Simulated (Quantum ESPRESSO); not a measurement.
Quantum ESPRESSO run on Ir (Fm-3m, 1 atom in the cell): self-consistent single point.

Method of the run: PBE, SSSP 1.1.2 precision (PBE) pseudopotentials (plane waves; Quantum ESPRESSO).

```
Ir
1.0
    0.00000     1.93660     1.93660
    1.93660     0.00000     1.93660
    1.93660     1.93660     0.00000
Ir
1
Direct
  0.00000   0.00000   0.00000
```

Reference input (self-consistent single point, DFT, PBE, plane waves, SSSP 1.1.2 precision (PBE) pseudopotentials): ecutwfc = 50 Ry; ecutrho = 400 Ry; occupations = smearing; smearing = fermi-dirac; degauss = 0.0073499 Ry; potentials = {Ir: Ir_pbe_v1.2.uspp.F.UPF}; K_POINTS = automatic 12 12 12 0 0 0; conv_thr = 1e-11 Ry. This run's input differs from it in these lines:

```diff
@@ -17,3 +17,3 @@
   smearing = 'fermi-dirac'
-  degauss = 0.0073499
+  degauss = 0.02205
 /
```

Output (repeated stretches shortened):

```
     Self-consistent Calculation

     iteration #  1     ecut=    50.00 Ry     beta= 0.70

---- Real-time Memory Report at c_bands before calling an iterative solver
            98 MiB given to the printing process from OS
            22 MiB allocation reported by mallinfo(arena+hblkhd)
------------------

     negative rho (up, down):  3.106E-01 0.000E+00

     total energy              =    -181.59342747 Ry
     estimated scf accuracy    <       0.67450252 Ry

     iteration #  2     ecut=    50.00 Ry     beta= 0.70

---- Real-time Memory Report at c_bands before calling an iterative solver
   [... lines left out ...]
           109 MiB given to the printing process from OS
            27 MiB allocation reported by mallinfo(arena+hblkhd)
------------------

     negative rho (up, down):  3.189E-01 0.000E+00

     total energy              =    -181.79172406 Ry
     estimated scf accuracy    <          6.4E-11 Ry

     iteration #  9     ecut=    50.00 Ry     beta= 0.70

---- Real-time Memory Report at c_bands before calling an iterative solver
           109 MiB given to the printing process from OS
            27 MiB allocation reported by mallinfo(arena+hblkhd)
------------------

     negative rho (up, down):  3.189E-01 0.000E+00
     End of self-consistent calculation

     the Fermi energy is    24.0450 ev

!    total energy              =    -181.79172406 Ry
     estimated scf accuracy    <          2.3E-13 Ry
     smearing contrib. (-TS)   =      -0.02214474 Ry
     internal energy E=F+TS    =    -181.76957932 Ry

     convergence has been achieved in   9 iterations

     negative rho (up, down):  3.189E-01 0.000E+00

     Forces acting on atoms (cartesian axes, Ry/au):

     atom    1 type  1   force =     0.00000000    0.00000000    0.00000000

     Total force =     0.000000     Total SCF correction =     0.000000

     negative rho (up, down):  3.189E-01 0.000E+00
          total   stress  (Ry/bohr**3)                   (kbar)     P=       17.82
   0.00012111   0.00000000   0.00000000           17.82        0.00        0.00
   0.00000000   0.00012111   0.00000000            0.00       17.82        0.00
   0.00000000   0.00000000   0.00012111            0.00        0.00       17.82

   JOB DONE.
```

The run converged in 9 iterations. Against the reference run the free energy drops by 124 meV/atom and the pressure goes from -1.21 to 1.78 GPa.

The starting cell comes from a database of computed structures (which also holds hypothetical and non-ambient phases and stackings), without a prior relaxation at this level. Its lattice was rescaled by a random factor within 2.5 % of one. Spin polarisation is off.
